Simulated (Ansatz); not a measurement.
The parent structure is BP in the zinc blende structure (space group F-43m, No. 216; a = 4.548 Å).

(Cell as relaxed with PBE.)

Levels (all Ansatz, a quantum-chemistry and plane-wave program, PAW): PBE (420 eV, without spin-orbit coupling); r2SCAN (500 eV, without spin-orbit coupling).

Each level relaxes its own structure.

```
base                        PBE      r2SCAN
-------------------  ----------  ----------
volume per atom        11.76 Å³    11.67 Å³
lattice parameter a  8.595 bohr  8.573 bohr
band gap                1.25 eV     1.41 eV
```

Perturbation: a negative pressure, −1 GPa.

```csv
quantity,PBE,r2SCAN
band gap,1.26 eV,(withheld)
shift of the gap caused by the change,+0.01 eV,(withheld)
"hole mass (degenerate bands, along [100])","0.26, 0.26, 0.33 mₑ (at Γ)",(withheld)
lattice parameter a,8.613 bohr,(withheld)
```

### Question
Predict the r2SCAN column.

### Answer

- band gap, r2SCAN: 1.42 eV
- shift of the gap caused by the change, r2SCAN: +0.01 eV
- hole mass (degenerate bands, along [100]), r2SCAN: 0.24, 0.24, 0.32 mₑ (at Γ)
- lattice parameter a, r2SCAN: 8.590 bohr

PBE's band gap lies 0.16 eV below r2SCAN's; PBE's lattice parameter a lies 0.023 bohr above r2SCAN's (0.3 %); the two agree on the shift of the gap caused by the change. Neither level is exact; r2SCAN is the comparison here, not a measurement.

Load acts through the strain it causes; cell and atoms are relaxed under it. Effective masses come from finite differences of ±0.01 Å⁻¹. Stability against distortions was not tested.
